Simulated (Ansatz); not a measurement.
Output of an Ansatz run (abridged):

```
WARN ansatz: RAYON_NUM_THREADS=1 ignored (pool sized by the plan → 1); use --threads N
Pseudopotentials: kind: paw
Pseudopotential: Lu, paw, valence charge 25
Pseudopotential: Pt, paw, valence charge 18
Crystal: 4 atoms, lattice volume = 65.235 Å³
Basis set: ecut = 420 eV, 1309 PW (Γ)
Bands: 48, of which v1, the nominal top of the filled ones, is band 40 counted from 1 (39 counted from 0)
Symmetry: 48 space group operations
Space group: Pm-3m (ITA 221), of the structure as read, at distance tolerance 4.0e-5 Å
k-points: 35 of 512
PAW frozen core: Lu, regenerated for the run's functional, and the local potential with it
PAW frozen core: Pt, regenerated for the run's functional, and the local potential with it
Initial density: superposition of atomic densities (neutral atoms: chi_scale 0, normalization atom), corrected by the library's trained network
Initial wavefunctions: pseudopotential atomic-orbital guess
Eigensolver: davidson
Functional: x = slater, c = lda
SCF iter   1: F=—  HF=-51232.283385 eV  |F-HF|=—  |Δ(HF+E_count)|=         —  Δρ=7.83e-3  dr2=4.70e-2  ethr=1.77e-3  ⟨swp⟩=6.3  Hψ=7424  notcnv=0
all-band conjugate gradients solve this SCF's bands
preconditioner: auto → Kerker (q_TF=auto, 2.817 Å⁻¹)
SCF iter   2: F=—  HF=-51232.275983 eV  |F-HF|=—  |Δ(HF+E_count)|=   7.40e-3  Δρ=4.28e-3  dr2=1.51e-2  ethr=5.95e-5  ⟨swp⟩=2.1  Hψ=3420  notcnv=0  defer=1
SCF iter   3: F=—  HF=-51232.275018 eV  |F-HF|=—  |Δ(HF+E_count)|=   9.65e-4  Δρ=1.63e-3  dr2=2.78e-3  ethr=1.92e-5  ⟨swp⟩=2.0  Hψ=2718  notcnv=0  defer=1
SCF iter   4: F=—  HF=-51232.273039 eV  |F-HF|=—  |Δ(HF+E_count)|=   1.98e-3  Δρ=8.35e-4  dr2=7.11e-4  ethr=3.52e-6  ⟨swp⟩=2.9  Hψ=3083  notcnv=0  defer=1
SCF iter   5: F=—  HF=-51232.272776 eV  |F-HF|=—  |Δ(HF+E_count)|=   2.62e-4  Δρ=2.80e-4  dr2=5.40e-5  ethr=9.00e-7  ⟨swp⟩=2.1  Hψ=2881  notcnv=0  defer=2
SCF iter   6: F=—  HF=-51232.272778 eV  |F-HF|=—  |Δ(HF+E_count)|=   2.04e-6  Δρ=9.18e-5  dr2=4.54e-6  ethr=6.84e-8  ⟨swp⟩=2.1  Hψ=2995  notcnv=0  defer=2
SCF iter   7: F=—  HF=-51232.272775 eV  |F-HF|=—  |Δ(HF+E_count)|=   2.92e-6  Δρ=1.46e-5  dr2=1.09e-7  ethr=5.75e-9  ⟨swp⟩=3.0  Hψ=3303  notcnv=0  defer=2
SCF iter   8: F=-51232.272775 eV  HF=-51232.272775 eV  |F-HF|=1.35e-8  |Δ(HF+E_count)|=   1.08e-7  Δρ=4.33e-6  dr2=1.30e-8  ethr=1.27e-10  ⟨swp⟩=11.5  Hψ=9929  notcnv=0
SCF 1 converged in 8 iterations: F = -51232.272775 eV  dr2 = 1.30e-8
SCF converged after 8 iterations
Free energy (F): -51232.272775 eV
Harris-Foulkes:  -51232.272775 eV  (|F-HF|=1.35e-8)
Internal energy: -51232.175820 eV  (E = F + TS)
E sigma→0 (E₀):  -51232.224298 eV
Entropy (-TS):   -0.096955 eV (-24.239 meV/atom)
Fermi energy:    21.754896 eV
--- Per-component energies (eV) ---
  E_band       = -237.549295
  E_kinetic    = 2342.965592
  E_local      = -10269.975405  (includes V_loc(G=0)·N_el)
  E_nonlocal   = 1207.750369
  E_hartree    = 4098.824529
  E_xc         = -1002.106776
  E_vxc        = -1172.032482  (∫ρ·V_xc dr)
  E_paw        = -34670.862085  (= ΣΔE_a)
  E_vpaw       = -543.910404  (= ΣTr[D̂ρ^β])
  E_aug_tail   = 0.000651  (compensation charges beyond the density's cutoff)
  E_ewald      = -12942.482937
  E_core_change = 3.710243  (= ΣΔE_core)
  E_smearing   = -0.096955  (= −TS)
  E_closure    = 0.000000  (closes the sum)
  Σ components = -51232.272775   (vs F -51232.272775, Δ=0.00e0)
--- Forces (eV/Å), atoms counted from 1 ---
  atom   1  Lu     0.00000000    -0.00000000     0.00000000
   [... zero for the other atoms too ...]
  max |Σ_I F_I| component: 2.47e-28 eV/Å
--- Stress (GPa, compression-positive) ---
       -5.094237       0.000000       0.000000
        0.000000      -5.094237       0.000000
       -0.000000       0.000000      -5.094237
  P = ⅓ Tr σ = -5.0942 GPa (-50.942 kbar)
  The stress holds the Pulay correction. Without it, at fixed plane waves, as pw.x and ABINIT print it: P = -5.1493 GPa
--- Band table (eV; the first three rows and the last of 35) ---
  k-point 0: bands = ["-76.5123", "-76.4898", "-76.4898", "-33.1111", "-30.7483", "-30.7483", "-30.7483", "-30.6013", "-30.6013", "-30.6013", "-30.5072", "-30.5072", "-30.5072", "-3.9097", "-3.9097", "-3.9097", "12.7516", "15.7503", "15.7935", [...]
  k-point 1: bands = ["-76.5115", "-76.4905", "-76.4898", "-33.1120", "-30.7431", "-30.7431", "-30.7388", "-30.6027", "-30.6027", "-30.6016", "-30.5161", "-30.5110", "-30.5110", "-3.9268", "-3.9122", "-3.9122", "12.9669", "15.8529", "15.9084", [...]
  k-point 2: bands = ["-76.5094", "-76.4926", "-76.4898", "-33.1142", "-30.7292", "-30.7292", "-30.7118", "-30.6073", "-30.6073", "-30.6024", "-30.5414", "-30.5204", "-30.5204", "-3.9676", "-3.9181", "-3.9181", "13.5840", "16.0463", "16.2590", [...]
  k-point 34: bands = ["-76.4972", "-76.4972", "-76.4972", "-33.1077", "-30.8217", "-30.7246", "-30.7246", "-30.7246", "-30.5194", "-30.5194", "-30.5176", "-30.5176", "-30.5176", "-3.9596", "-3.9596", "-3.9596", "15.4084", "15.4084", "15.4084", [...]
```

The structure:

```xyz
4
Lattice="4.0256 0.0000 0.0000 0.0000 4.0256 0.0000 0.0000 0.0000 4.0256" Properties=species:S:1:pos:R:3 pbc="T T T"
Lu     0.0000     0.0000     0.0000
Pt     0.0000     2.0128     2.0128
Pt     2.0128     0.0000     2.0128
Pt     2.0128     2.0128     0.0000
```

Task: Reconstruct the input of this run.

Result: Other spellings and defaults could give the same log, and not every line can be read from it. The input that was run (DFT, LDA (PW92), plane waves, default PAW files made with PBE):

Ansatz 0.2 input:
```yaml
crystal:
  lattice:
    - [4.02556100, 0.00000000, 0.00000000]
    - [0.00000000, 4.02556100, 0.00000000]
    - [0.00000000, 0.00000000, 4.02556100]
  atoms:
    - { symbol: Lu, position: [0.00000000, 0.00000000, 0.00000000] }
    - { symbol: Pt, position: [0.00000000, 0.50000000, 0.50000000] }
    - { symbol: Pt, position: [0.50000000, 0.00000000, 0.50000000] }
    - { symbol: Pt, position: [0.50000000, 0.50000000, 0.00000000] }
basis:
  ecutwfc: 420.0
kpoints:
  mp_grid: { grid: [8, 8, 8] }
hamiltonian:
  xc: lda
  pseudopotentials: { kind: paw }
scf:
  occupations: { method: fermi_dirac, width: 0.1 }
output:
  forces: true
  eigenvalues: true
  stress: true
```

The starting cell comes from a database of computed structures (which also holds hypothetical and non-ambient phases and stackings), without a prior relaxation at this level. Its lattice was rescaled by up to half a per cent. Spin-orbit coupling is off. Spin polarisation is off. With a pressure of about -5 GPa the cell is away from its equilibrium volume at this level. Ansatz's pressure includes its estimate of the finite-basis (Pulay) stress.

Ansatz is an electronic-structure program.
